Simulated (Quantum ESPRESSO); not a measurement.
A self-consistent single point of Ta2O5 (Pbam, 14 atoms in the cell) with Quantum ESPRESSO.

Method of the run: PBEsol, GBRV 1.5 ultrasoft (PBESOL) pseudopotentials (plane waves; Quantum ESPRESSO).

```xyz
14
Lattice="5.9983 0.0000 0.0000 0.0000 10.4070 0.0000 0.0000 0.0000 3.6819" Properties=species:S:1:pos:R:3 pbc="T T T"
Ta     1.2758     8.9673     1.8409
Ta     4.7225     1.4397     1.8409
Ta     4.2749     6.6432     1.8409
Ta     1.7234     3.7638     1.8409
O      1.7186     9.3827     0.0000
O      4.2796     1.0243     0.0000
O      4.7178     6.2278     0.0000
O      1.2805     4.1792     0.0000
O      3.1619     8.1002     1.8409
O      2.8363     2.3068     1.8409
O      0.1628     7.5103     1.8409
O      5.8355     2.8967     1.8409
O      0.0000     0.0000     1.8409
O      2.9991     5.2035     1.8409
```

Reference input (self-consistent single point, DFT, PBEsol, plane waves, GBRV 1.5 ultrasoft (PBESOL) pseudopotentials): ecutwfc = 40 Ry; ecutrho = 320 Ry; occupations = fixed; potentials = {Ta: ta_pbesol_v1.uspp.F.UPF, O: o_pbesol_v1.2.uspp.F.UPF}; K_POINTS = automatic 4 3 6 0 0 0; nbnd = 60; conv_thr = 1e-10 Ry. This run's input differs from it in these lines:

```diff
@@ -40,3 +40,3 @@
 K_POINTS {automatic}
-4 3 6  0 0 0
+3 2 5  0 0 0
 CELL_PARAMETERS {alat}
```

Output, abridged:

```
     Self-consistent Calculation

     iteration #  1     ecut=    40.00 Ry     beta= 0.70

     negative rho (up, down):  3.810E-01 0.000E+00

     total energy              =    -887.37650303 Ry
     estimated scf accuracy    <       6.17998098 Ry

     iteration #  2     ecut=    40.00 Ry     beta= 0.70

     negative rho (up, down):  3.845E-01 0.000E+00

     total energy              =    -885.93631541 Ry
     estimated scf accuracy    <      24.28950477 Ry

     iteration #  3     ecut=    40.00 Ry     beta= 0.70

     negative rho (up, down):  3.843E-01 0.000E+00

     total energy              =    -890.61656490 Ry
     estimated scf accuracy    <       0.16541330 Ry

   [... 11 blocks of this kind left out ...]

     iteration # 15     ecut=    40.00 Ry     beta= 0.70

     negative rho (up, down):  3.873E-01 0.000E+00

     total energy              =    -890.64360914 Ry
     estimated scf accuracy    <          3.2E-09 Ry

     iteration # 16     ecut=    40.00 Ry     beta= 0.70

     negative rho (up, down):  3.873E-01 0.000E+00
     End of self-consistent calculation

     highest occupied, lowest unoccupied level (ev):     4.7566    7.5728

!    total energy              =    -890.64360914 Ry
     estimated scf accuracy    <          2.1E-11 Ry

     convergence has been achieved in  16 iterations

     negative rho (up, down):  3.873E-01 0.000E+00

     Forces acting on atoms (cartesian axes, Ry/au):

     atom    1 type  1   force =    -0.00451206   -0.00252489    0.00000000
     atom    2 type  1   force =     0.00451206    0.00252489    0.00000000
     atom    3 type  1   force =    -0.00451206    0.00252489    0.00000000
     atom    4 type  1   force =     0.00451206   -0.00252489    0.00000000
     atom    5 type  2   force =    -0.00624603   -0.00739240   -0.00000000
     atom    6 type  2   force =     0.00624603    0.00739240   -0.00000000
   [... lines left out ...]
     Total force =     0.032734     Total SCF correction =     0.000006
   [... lines left out ...]

     negative rho (up, down):  3.873E-01 0.000E+00
          total   stress  (Ry/bohr**3)                   (kbar)     P=      -49.86
  -0.00036043   0.00000000   0.00000000          -53.02        0.00        0.00
   0.00000000  -0.00028183   0.00000000            0.00      -41.46        0.00
   0.00000000   0.00000000  -0.00037448            0.00        0.00      -55.09

   JOB DONE.
```

The run converged in 16 iterations. Against the reference run the free energy hardly moves (within 1 meV/atom), the pressure moves little (-4.98 to -4.99 GPa), the largest force hardly changes (0.313 to 0.312 eV/Å) and the gap on the mesh goes from 2.776 to 2.816 eV.

The starting cell comes from a database of computed structures (which also holds hypothetical and non-ambient phases and stackings), without a prior relaxation at this level. Spin-orbit coupling is off.

Cost on one core of a shared machine: roughly 5 min.
